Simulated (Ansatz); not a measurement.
For TaAs (model structure, from the WC type, P-6m2, No. 187), LDA (PAW; Ansatz, a first-principles code) gives:

| Quantity | Value |
|---|---|
| equilibrium lattice constant a | 3.349 Å |
| c axis length | 3.432 Å |
| bulk modulus B0 | 190 GPa |
| cohesive energy | 7.42 eV/atom |

**Question.** What does PBE in Ansatz (PAW) give for the same quantities?

**Answer.** 
- lattice constant a: 3.414 Å (increases by 1.9 %)
- lattice parameter c: 3.484 Å (goes up by 1.5 %)
- bulk modulus: 167 GPa (decreases by 12 %)
- cohesive energy: 6.10 eV/atom (shrinks by 1.32 eV/atom)

Changes are worked out from the printed values.

Unless a cell is named, each level is at its own relaxed cell (LDA 16.66, PBE 17.58 Å³/atom).

Levels without +SOC leave out spin–orbit coupling, which shifts energies and cells of such heavy elements.

Caveats: the bulk modulus is −V dP/dV from two relaxed cells at ±2 % in volume (LDA, PBE). Ansatz's density-functional and Hartree–Fock values are scalar-relativistic unless marked +SOC, with PAW data made under PBE.

A model structure was made by putting elements into a prototype or built by hand; it is no filed structure, need not be a known phase, and can be a saddle point held by its symmetry.
